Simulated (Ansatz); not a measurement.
## Effect of biaxial strain +1.25 %, plane normal [111], relaxed out of plane on Pd

Base system: Pd in the fcc (Cu type) structure (space group Fm-3m, No. 225; a = 3.910 Å; relaxed with 0.1 eV smearing). Axes: x, y, z lie along the cube axes.

Modification: biaxial strain +1.25 %, plane normal [111], relaxed out of plane (Cartesian); in-plane vectors clamped, the third vector and the atoms free.

The values are results of r2SCAN (Ansatz, an electronic-structure program, PAW, without spin-orbit coupling), not measurements. Γ-centred 29×29×29 mesh, Fermi–Dirac width 0.1 eV.

```csv
quantity,base,changed,shift
volume per atom,14.95 Å³,15.14 Å³,+0.196 Å³
energy relative to the base (free energy F),0 meV/atom,+3.9 meV/atom,+3.9 meV/atom
"pressure (mean of the normal stresses, compression positive)",0.0 GPa,-2.2 GPa,-2.2 GPa
band gap,zero,zero,–
out-of-plane strain,–,-1.18 %,–
ratio −ε⊥/ε∥,–,0.94,–
mean in-plane stress (compression positive),–,-3.3 GPa,–
```

Whether these cells are dynamically stable was not tested. The final runs are not spin-polarised. Pd has a high density of states at the Fermi level and may be magnetic at this level.
